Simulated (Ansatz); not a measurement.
## Pressure series in ZrSi2

The parent structure is ZrSi2 (space group Cmcm, No. 63).

```
CELL_PARAMETERS angstrom
      1.85222    -7.39608     0.00000
      1.85222     7.39608     0.00000
      0.00000     0.00000     3.67894
ATOMIC_POSITIONS crystal
  Si 0.94684 0.05316 0.75000
  Si 0.05316 0.94684 0.25000
  Si 0.24979 0.75021 0.75000
  Si 0.75021 0.24979 0.25000
  Zr 0.60537 0.39463 0.75000
  Zr 0.39463 0.60537 0.25000
```

Cell and atoms are relaxed at each pressure.

Levels (all Ansatz, a quantum-chemistry and plane-wave program, PAW): PBE (420 eV, no spin-orbit coupling); r2SCAN (500 eV, no spin-orbit coupling).

The base cell above is that of PBE; each level relaxes its own structures.

```json
[
 {"case": "pressure −2 GPa", "volume per atom, PBE": "17.08 Å³", "volume per atom, r2SCAN": "17.02 Å³"},
 {"case": "pressure −1 GPa", "volume per atom, PBE": "16.94 Å³", "volume per atom, r2SCAN": "16.88 Å³"},
 {"case": "pressure 0.9 GPa", "volume per atom, PBE": "16.68 Å³", "volume per atom, r2SCAN": "16.63 Å³"},
 {"case": "pressure 2.1 GPa", "volume per atom, PBE": "16.53 Å³", "volume per atom, r2SCAN": "…"},
 {"case": "pressure 4.5 GPa", "volume per atom, PBE": "16.24 Å³", "volume per atom, r2SCAN": "…"},
 {"case": "pressure 9 GPa", "volume per atom, PBE": "15.76 Å³", "volume per atom, r2SCAN": "15.74 Å³"},
 {"case": "pressure 15 GPa", "volume per atom, PBE": "15.21 Å³", "volume per atom, r2SCAN": "15.20 Å³"},
 {"case": "pressure 22.5 GPa", "volume per atom, PBE": "14.63 Å³", "volume per atom, r2SCAN": "…"},
 {"case": "pressure 30 GPa", "volume per atom, PBE": "14.13 Å³", "volume per atom, r2SCAN": "…"}
]
```

Q: Some entries are withheld; estimate them.

A: 
- pressure 2.1 GPa, volume per atom, r2SCAN: 16.48 Å³
- pressure 4.5 GPa, volume per atom, r2SCAN: 16.21 Å³
- pressure 22.5 GPa, volume per atom, r2SCAN: 14.62 Å³
- pressure 30 GPa, volume per atom, r2SCAN: 14.13 Å³

The two levels differ by at most about 0.06 Å³. They put the cases in the same order.

Load acts through the strain it causes; cell and atoms are relaxed under it. Whether these cells are dynamically stable was not tested. No other phases were tried under pressure. The final runs are not spin-polarised.
